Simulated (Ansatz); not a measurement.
Bond-angle distributions (per cent of the angles at each element, bins of 10°) of a relaxed model of amorphous Ge19Se38Cu3 at 4.73 g/cm³. Computed with PBE-D3(BJ), scalar-relativistic without spin-orbit coupling, PAW (Ansatz default set, large-core Se) (plane waves to 420 eV; Ansatz, an electronic-structure program).

It comes from a melt-quench run on a machine-learned potential (CHGNet), relaxed afterwards by DFT. The hot cell started wider than the set density and was brought back towards it in steps. It is the lowest in DFT energy of 3 quenches. It is a model cell: composition and starting density were chosen by hand, and all elements were melted together. The geometry includes D3(BJ) dispersion. Its density started from a set value of 4.33 and ended at 4.73 g/cm³. The quench (nominally 89 K/ps over its main leg) was far faster than any real one, so the model tends to hold more defects than a real film. A cell of this size samples the disorder only roughly. Volume and shape were free in the relaxation.

Neighbours within Ge-Ge 2.85 Å, Ge-Se 2.84 Å, Ge-Cu 3.02 Å, Se-Se 2.76 Å, Se-Cu 3.02 Å, Cu-Cu 3.17 Å count as bonded.

```
angle (°)  at Ge  at Se
---------  -----  -----
50-60          3      0
60-70          0      0
70-80          1      8
80-90          9     29
90-100        21     25
100-110       24     22
110-120       32      8
120-130        7      3
130-140        4      2
140-150        0      0
150-160        0      3
160-170        0      2
170-180        0      0
```

They go with these counts of neighbours within the cut-offs, cation contacts included: Ge mean 3.7, most often 4; Se mean 2.3, most often 2.
